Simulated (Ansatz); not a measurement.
Input:

```
CELL_PARAMETERS angstrom
     -2.81075     2.81075     5.64074
      2.81075    -2.81075     5.64074
      2.81075     2.81075    -5.64074
ATOMIC_POSITIONS crystal
  Zn 0.75000 0.25000 0.50000
  Zn 0.00000 0.00000 0.00000
  Sn 0.25000 0.75000 0.50000
  Sn 0.50000 0.50000 0.00000
  P  0.37500 0.35053 0.47553
  P  0.64947 0.12500 0.02447
  P  0.87500 0.89947 0.52447
  P  0.10053 0.62500 0.97553
```

The numbers are results of r2SCAN, rigid bands (plane waves, PAW, scalar-relativistic; Ansatz, a program for electronic structure), not measurements. Condition of this run: functional r2SCAN on the same cell. Cell: cell and atoms relaxed with PBEsol.

**Question.** What conductivity effective mass do dilute electrons have at 300 K?

**Answer.** 0.118 (x), 0.118 (y), 0.129 (z) mₑ.

**Question.** Predict the hole conductivity mass (n e² τ/σ) at 300 K, by direction if it differs.

**Answer.** 0.39 (x), 0.39 (y), 0.41 (z) mₑ.

**Question.** And the band gap?

**Answer.** 1.29 eV at this level; semilocal functionals usually fall short of the measured gap.

Rigid bands, one relaxation time for all states, no polarons. Spin-orbit coupling is left out; where it splits the top of the valence band it changes the hole mass and lowers the gap by about a third of the splitting. Geometry: cell and atoms relaxed with PBEsol.

Computed structure, not matched to a measured one here, so possibly hypothetical: ZnSnP2 (I-42d).
